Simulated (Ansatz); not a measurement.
Consider SiO$_{2}$ in the rutile structure (space group P4_2/mnm, No. 136).

SiO₂ is modelled in the tetragonal space group P4₂/mnm (No. 136), the rutile structure, Pearson symbol tP6. Conventional cell: a = b = 4.236 Å, c = 2.690 Å, α = β = γ = 90.00°. Si on 2a is surrounded by 6 O at 1.774–1.839 Å (octahedral). O on 4f has 3 Si at 1.774–1.839 Å (trigonal planar). (Neighbours: up to the widest gap in distance over summed covalent radii, below 1.35, at either atom.)

Calculations: Kohn–Sham DFT with the PBE functional, run in Ansatz (a program for electronic structure) with PAW and 420 eV plane waves, no SOC.

One change was made to it. Results:

The valence-band top at Γ (three highest levels, from the VBM) goes from 0.00, -0.85, -0.85 eV to 0.00, -0.88, -0.88 eV; the electron mass goes from 0.36 mₑ along c, 0.45 mₑ across (at Γ) to 0.38 mₑ along c, 0.48 mₑ across (at Γ); the mean gap deformation potential ΔEg/Δln V is -14.9 eV; the lattice parameter a drops by 0.1035 bohr (8.005 bohr → 7.902 bohr).

Task: Which change produced these results?
(A) pressure 22.5 GPa
(B) pressure 9 GPa
(C) pressure 4.5 GPa

Result: B, pressure 9 GPa. For comparison, the valence-band top at Γ in the other runs: pressure 4.5 GPa gives 0.00, -0.87, -0.87 eV; pressure 22.5 GPa gives 0.00, -0.92, -0.92 eV.

Load acts through the strain it causes; cell and atoms are relaxed under it. Effective masses come from finite differences of ±0.01 Å⁻¹. No phonon test of stability was made. No other phases were tried under pressure.
